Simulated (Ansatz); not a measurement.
We consider CaZrN₂ (R-3m, No. 166, 4 atoms in the cell; start mp-1029267), described by PBEsol+SOC (Ansatz, an electronic-structure program, PAW).

Numerical settings: plane-wave cutoff 520 eV, 12×12×12 k mesh, Fermi–Dirac smearing 0.01 eV, PAW data made under PBE.

Cell (relaxed with PBEsol):

```yaml
crystal:
  lattice:
    - [1.64296, 0.94856, 5.55596]
    - [-1.64296, 0.94856, 5.55596]
    - [0.00000, -1.89713, 5.55596]
  atoms:
    - { symbol: Ca, position: [0.00000, 0.00000, 0.00000] }
    - { symbol: Zr, position: [0.50000, 0.50000, 0.50000] }
    - { symbol: N, position: [0.23853, 0.23853, 0.23853] }
    - { symbol: N, position: [0.76147, 0.76147, 0.76147] }
```

Estimate the band gap, smallest direct gap on the k points sampled and Γ–Γ gap that the calculation returns.


* **band gap**: 0.35 eV (indirect)
* **smallest direct gap on the k points sampled**: 0.96 eV
* **Γ–Γ gap**: 2.61 eV

A start named mp-… is a Materials Project structure, which need not be a measured phase.
